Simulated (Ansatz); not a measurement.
Band structure of GaFe (P-6m2, 2 atoms in the cell).

```xyz
2
Lattice="2.7322 0.0000 0.0000 -1.3661 2.3661 0.0000 0.0000 0.0000 4.0074" Properties=species:S:1:pos:R:3 pbc="T T T"
Ga     0.0000     0.0000     2.0037
Fe     1.3661     0.7887     0.0000
```
Moments meant for the start (each program seeds them in its own way; μB, in the order of the atoms Ga Fe): 0.0 4.0.

Level of theory: LDA (PW92), PAW files made with PBE (plane waves; Ansatz, a program for electronic structure).

Settings: basis.ecutwfc = 30.9 Ry; kpoints.mp_grid.grid = 11 11 7; hamiltonian.xc = lda; hamiltonian.pseudopotentials = {kind: paw} (the program's default PAW files); magnetization.spin_polarized = true; scf.occupations.method = fermi_dirac; scf.occupations.width = 0.0073 Ry; kpoints.band_path.npoints = 8.

The starting cell comes from a database of computed structures (which also holds hypothetical and non-ambient phases and stackings), without a prior relaxation at this level. Its lattice was rescaled by a random factor within 2.5 % of one. With one magnetic atom in the cell only a parallel order is possible.

Levels in eV from the Fermi level, bands 13 to 20 of the first spin channel:
```
point     13     14     15     16     17     18     19     20
-----  -----  -----  -----  -----  -----  -----  -----  -----
Γ      -1.94  -1.94  -1.24  -1.24   3.04  13.88  13.88  16.88
M      -2.98  -1.50  -0.42   0.60   5.20   6.15   7.45   8.51
K      -2.93  -2.33  -0.05  -0.03   1.08   7.63   8.59   8.92
A      -1.89  -1.89  -1.29  -1.29  11.49  12.70  14.27  14.27
L      -1.76  -1.71  -0.63  -0.41   0.91   3.94   9.44  12.33
H      -2.25  -1.53  -1.16   1.76   1.78   2.90   4.60   5.52
```

Bands cross the Fermi level along this path, so the cell is metallic at this level.

The net moment of the cell came out as 1.87 μB.

Keys are those of Ansatz 0.2.
